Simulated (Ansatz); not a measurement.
Consider ZrS₂ in the CdI2 type structure (space group P-3m1, No. 164; a = 3.675 Å, c = 5.861 Å; layered, stacked along the Cartesian z axis).

Levels (all Ansatz, an electronic-structure program, PAW, earlier PAW set): r2SCAN+rVV10 (500 eV, no spin-orbit coupling); HSE06+SOC (420 eV, noncollinear with spin-orbit coupling).

The geometry is relaxed with r2SCAN+rVV10.

r2SCAN+rVV10 lowest conduction level above the VBM at special points: L 1.16 eV; M 1.34 eV; A 1.75 eV; Γ 1.79 eV

**Question.** Predict the lowest conduction level above the VBM at special points from HSE06+SOC.

**Answer.** The lowest conduction level above the VBM at special points goes from L 1.16 eV; M 1.34 eV; A 1.75 eV; Γ 1.79 eV to L 1.66 eV; M 1.83 eV; A 2.32 eV; Γ 2.36 eV.

Single points use the geometry relaxed with r2SCAN+rVV10. HSE06 gaps are upper bounds (no full band path). Differences between runs with and without spin-orbit coupling are approximate. The levels and masses belong to the bands next to the band gap. Stability against distortions was not tested.
